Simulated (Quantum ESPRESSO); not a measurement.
## Several settings converged on TiTc (P4mm, 2 atoms in the cell)

```xyz
2
Lattice="3.1038 0.0000 0.0000 0.0000 3.1038 0.0000 0.0000 0.0000 3.1038" Properties=species:S:1:pos:R:3 pbc="T T T"
Ti     1.5519     1.5519     1.6019
Tc     0.0000     0.0000     0.0000
```

Base method: PBEsol, GBRV 1.5 ultrasoft (PBESOL) pseudopotentials (plane waves; Quantum ESPRESSO).

Base settings: ecutwfc = 50 Ry; ecutrho = 400 Ry; occupations = smearing; smearing = fd; degauss = 0.0073499 Ry; potentials = {Ti: ti_pbesol_v1.4.uspp.F.UPF, Tc: tc_pbesol_v1.uspp.F.UPF}; K_POINTS = automatic 7 7 7 0 0 0; conv_thr = 1e-09 Ry; mixing_beta = 0.3.

The count of work is k-points × plane waves × bands × iterations; it is no time. Core times come from one kind of shared machine, to one figure; runs under 30 s give none.

**Shifted k-point meshes**

Only quantities that move along the ladder and can be compared are tabulated.

```tsv
K_POINTS	free energy less the last step's (meV/atom)	pressure (GPa)	largest difference of a force vector from the last step's (eV/Å)	count of work / last	core time / last (rough)
automatic 2 2 2 1 1 1	-371.78	-7.31	0.155	0.0019	–
automatic 4 4 4 1 1 1	100.14	-6.52	0.011	0.014	–
automatic 6 6 6 1 1 1	12.58	-6.53	0.018	0.041	0.1
automatic 8 8 8 1 1 1	-5.61	-7.31	0.008	0.068	0.2
automatic 19 19 19 1 1 1	0.00	-7.08	0.000	1.0	1
```

Coarsest K_POINTS that holds the free energy within 5 meV/atom: not settled: the last two steps still differ by 5.6 meV/atom, over half the tolerance, so the ladder does not show it.

Coarsest K_POINTS that holds the pressure within 0.5 GPa of the last step, with all finer ones: automatic 8 8 8 1 1 1, at 0.068 of the last step's count of work and about 0.2 of the last step's time; the step before is off by 0.55 GPa.

Two neighbours can agree and both be off: automatic 4 4 4 1 1 1 and automatic 6 6 6 1 1 1 differ by 0.01 GPa in the pressure, yet lie about 0.55 GPa from the last step.

**The k-point mesh at a smearing width of 0.3 eV**

In this ladder: degauss = 0.02205 Ry.

Only quantities that move along the ladder and can be compared are tabulated.

```csv
K_POINTS,free energy less the last step's (meV/atom),pressure (GPa),count of work / last,core time / last (rough)
automatic 4 4 4 0 0 0,-35.57,-6.43,0.045,–
automatic 6 6 6 0 0 0,-8.22,-5.57,0.11,0.2
automatic 8 8 8 0 0 0,0.93,-5.36,0.20,0.4
automatic 17 17 17 0 0 0,0.00,-5.42,1.0,1
```

Coarsest K_POINTS that holds the free energy within 2 meV/atom of the last step, with all finer ones: automatic 8 8 8 0 0 0, at 0.20 of the last step's count of work and about 0.4 of the last step's time; the step before is off by 8.2 meV/atom.

Coarsest K_POINTS that holds the pressure within 0.5 GPa of the last step, with all finer ones: automatic 6 6 6 0 0 0, at 0.11 of the last step's count of work and about 0.2 of the last step's time; the step before is off by 1.0 GPa.

On the base run: the starting cell comes from a database of computed structures (which also holds hypothetical and non-ambient phases and stackings), without a prior relaxation at this level. Its lattice was rescaled by up to half a per cent. One atom was moved a little off its site on purpose. Spin polarisation is off. In the base run, with a pressure of about -7 GPa the cell is away from its equilibrium volume at this level.
